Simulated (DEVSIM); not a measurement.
System: Ru/Al2O3/n-InP capacitor, at 300 K.

Layer 1 from the left is Al2O3, thickness (nm) 29.0. Layer 2 from the left is InP, thickness (nm) 11000, Nd (cm⁻³) 3.1e15.

Metal gate on the left, work function 4.7 eV. Fixed charge at the semiconductor interface 4e11 cm⁻² (in units of +e); no interface traps.

This is a model device: material constants are rounded textbook-type values typed into the input, and sizes, dopings and lifetimes were drawn at random. Values at 300 K.

Al2O3: gap (eV) 6.8, affinity (eV) 1.35, permittivity 9. InP: gap (eV) 1.344, affinity (eV) 4.38, permittivity 12.5, Nc (cm⁻³) 5.7e17, Nv (cm⁻³) 1.1e19.

Simulated with DEVSIM: 1D Poisson equation in equilibrium, Boltzmann statistics, complete ionisation; no quantum confinement or tunnelling. Metal contacts follow the ideal Schottky-Mott rule: no Fermi-level pinning, no interface dipoles.

### Question
What does the simulation give for the minimum of the low-frequency capacitance, the flat-band voltage?

### Answer
minimum of the low-frequency capacitance 0.0172 μF/cm²; flat-band voltage -0.05 V.
